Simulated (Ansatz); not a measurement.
**BP (model structure, started from the PtS type, P4₂/mmc, No. 131, 4 atoms in the cell): properties by level of theory**

| level (code) | lattice constant a (Å) | lattice parameter c (Å) |
|---|---|---|
| PBE (Ansatz) | 3.005 | 5.301 |
| PBEsol (Ansatz) | 2.980 | 5.274 |
| PBE-D3(BJ) (Ansatz) | 2.969 | 5.256 |

Ansatz's density-functional and Hartree–Fock values are scalar-relativistic unless marked +SOC, with PAW data made under PBE.

Computed values are for the static lattice.

A model structure was made by putting elements into a prototype or built by hand; it is no filed structure, need not be a known phase, and can be a saddle point held by its symmetry.

Ansatz is a first-principles code.
